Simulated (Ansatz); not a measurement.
## TaTlP2O8, response to strain

Base system: TaTlP₂O₈ (space group P-3m1, No. 164; a = 5.214 Å, c = 8.233 Å; a cell from a computed database, its experimental status unchecked). Axes: x lies along a and z along c of the hexagonal cell.

Strains are applied to the cell and any free atomic positions relax; under biaxial strain the out-of-plane vector relaxes too.

Method: Kohn–Sham DFT with the PBEsol functional, run in Ansatz (a first-principles code) with PAW and 420 eV plane waves, no SOC, earlier PAW set.

Notes on the quantities. pressure: mean of the normal stresses, compression positive.

```tsv
change	band gap	pressure	smallest direct gap
base	3.29 eV	0.00 GPa	3.41 eV
biaxial strain −2.91 %, plane normal [001], relaxed out of plane	3.36 eV	4.18 GPa	3.58 eV
biaxial strain +0.58 %, plane normal [001], relaxed out of plane	3.24 eV	-0.80 GPa	3.35 eV
biaxial strain +0.92 %, plane normal [001], relaxed out of plane	3.21 eV	-1.26 GPa	3.31 eV
isotropic strain −2.96 %	3.18 eV	5.90 GPa	3.41 eV
isotropic strain −1.54 %	3.28 eV	2.83 GPa	3.52 eV
uniaxial strain ε_xx = +3.68 %	3.09 eV	-3.14 GPa	3.16 eV
tensor shear ε_xz = +2.67 %	3.27 eV	-0.90 GPa	3.48 eV
```

Spin-orbit coupling, missing from the scalar runs, can matter with Ta and Tl. No phonon test of stability was made. Under tensor shear ε_xz = +2.67 % the cell ends below the base's energy or with stress of the wrong sign: the atoms slid into a distortion or the cell is elastically unstable, so the base is not a stable minimum at this level.
